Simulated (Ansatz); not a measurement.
Consider interstitial Li in amorphous Si27O54 (a melt-quenched model of 81 atoms), charge state +1. All values below come from PBE, PAW (plane waves to 420 eV; Ansatz, a quantum-chemistry and plane-wave program).

Cell of 81 host sites held at the glass model's own volume; the Γ point alone; Fermi-Dirac width 0.01 eV, spin-restricted; finite-size errors left in. Energies are static. This is one neighbourhood of one small, fast-quenched model, and the added charge may sit on a native defect of the glass. The charge state is imposed; whether it is stable for some Fermi level was not computed. Sites that were not tried may lie lower. The start lies 0.24 eV above the lowest site run (PBE).

Barriers: single points on a 2×2×2 k-point mesh shifted by half a step at the bands' geometries.

The step: Li moves alone to another site. Atoms about the jump, Cartesian Å from the middle of the jump, before and after:

```
atom     x0     y0     z0     x1     y1     z1
----  -----  -----  -----  -----  -----  -----
Li1    0.26  -0.89   0.29  -0.26   0.89  -0.29
O2     0.56  -0.31  -1.50   0.48  -0.23  -1.62
O3     0.93   0.61   1.54   1.04   0.73   1.55
O4    -1.84   0.89  -1.44  -1.86   0.85  -1.47
Si5   -0.85  -0.13  -2.28  -0.92  -0.20  -2.41
O6     1.72  -2.09  -0.38   1.73  -2.04  -0.38
O7     1.06   2.36  -0.38   1.05   2.40  -0.34
Si8    0.69   2.27   1.19   0.85   2.38   1.28
O9    -0.90   2.41   1.30  -0.79   2.41   1.31
Si10   2.39  -0.91  -1.44   2.41  -0.91  -1.40
O11   -0.25  -3.03   0.72  -0.19  -3.11   0.79
Si12   1.19  -0.28   2.90   1.18  -0.29   2.83
```

Q: Where do these atoms stand at the saddle point, and how high is it?

A: 
| atom | x | y | z |
|---|---|---|---|
| Li1 | -0.06 | -0.07 | 0.06 |
| O2 | 0.52 | -0.29 | -1.67 |
| O3 | 0.94 | 0.66 | 1.53 |
| O4 | -1.83 | 0.82 | -1.41 |
| Si5 | -0.91 | -0.15 | -2.41 |
| O6 | 1.70 | -2.01 | -0.37 |
| O7 | 1.02 | 2.35 | -0.38 |
| Si8 | 0.72 | 2.34 | 1.21 |
| O9 | -0.88 | 2.41 | 1.33 |
| Si10 | 2.41 | -0.92 | -1.44 |
| O11 | -0.24 | -3.05 | 0.77 |
| Si12 | 1.18 | -0.29 | 2.86 |
It lies 0.16 eV above the start and 0.14 eV above the end. The saddle point's order was not checked.
